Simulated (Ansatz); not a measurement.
An Ansatz (an electronic-structure program) input (PBEsol (Ansatz; PAW; 420 eV plane waves; spin-orbit coupling left out)):

Ansatz 0.2 input:
```yaml
crystal:
  lattice:
    - [0, 2.9826320908, 3.0666585347]
    - [3.0666585347, 0, 3.0666585347]
    - [3.0666585347, 2.9826320908, 0]
  atoms:
    - { symbol: Se, position: [0.25, 0.25, 0.25] }
    - { symbol: Hg, position: [0, 0, 0] }
basis: { ecutwfc: 420, ecutrho_ratio: 4, xc_grid: 2, fft_grid_basis: typed }
kpoints: { mp_grid: { grid: [9, 9, 9] } }
hamiltonian:
  xc: pbesol
  dispersion: none
  pseudopotentials: { kind: paw }
scf: { occupations: { method: fermi_dirac, width: 0.05 }, convergence: { dr2_threshold: 0.0000000002 } }
relax: { f_tol: 0.005, max_steps: 50 }
output: { forces: true, stress: true }
checkpoint: { write: state.ck, write_every: 1000 }
```

Question: Which symmetry and how many k-points will the program report, and about how many plane waves at Γ?

Answer: Space group I-4m2 (ITA 119) with 8 operations, k-points 75 of 729, and 1097 plane waves at Γ.

Question: And the final pressure?

Answer: 1.51 GPa (compression positive).

The cells carry an imposed strain or load. Stability against distortions was not tested. All final runs are without spin polarisation. The cell was made from HgSe in the zinc blende structure (space group F-43m, No. 216) by this change: uniaxial strain ε_yy = −2.74 %.
